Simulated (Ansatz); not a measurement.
## HfN: stress against strain

HfN (rock salt, Fm-3m, 11.405 Å³/atom at rest) under an equal strain ε in the (001) plane with the normal axis free, as in a coherent film. PBEsol in Ansatz, a plane-wave DFT program (PAW, default set), 420 eV, 22×22×22 Γ-centred mesh, Fermi-Dirac smearing 0.10 eV; ions are relaxed within the symmetry of each cell. Stress is positive for a compressed cell.

Here s stands for strain and y for stress xx.

```csv
strain (%),stress xx (GPa)
-3.00,?
-1.50,11.61
-1.00,7.50
-0.50,3.63
0.00,0.00
0.50,-3.40
1.00,-6.59
1.50,-9.57
```

Fit y of the 7 rows that show it with a straight line. Means: s 0, y 0.454. About the means, the sum of products is -49.375 and the sum of squares of s is 7.0000; the slope is their ratio. Least squares gives y = 0.454 - 7.0536·s. Residuals (row less fit): 0.576, -0.008, -0.351, -0.454, -0.327, 0.010, 0.556; standard error 0.464 (degrees of freedom: 5). The slope gives the biaxial elastic modulus of this plane = 705 ± 18 GPa.

Problem. Predict the withheld y at s = -3.00 from the fit, and compare with the calculation.

Solution. y = 0.454 - 7.0536 × (-3.0) = 21.615 GPa. The calculation gives 25.63 GPa, 4.015 GPa above the prediction (11.4 % of the range of y in the table). The row lies outside the fitted rows, so this is an extrapolation. From the scatter of the fitted rows alone, a prediction at this place has a standard error of 0.723 GPa, so the miss is 5.6 times that.

One order more, fitted to all 13 runs of the series, follows each within 0.13, so the miss is the next term of a smooth law. In a metal these values are sensitive to mesh and smearing; energies are taken to zero smearing, stresses follow the free energy. Rows are the converged runs of the series near zero and its far end; series whose fitted rows scatter by over a few per cent of the range, as at a crossing or softening among them, aren't shown in this form. Most that stay on the fit to the last digits aren't either.
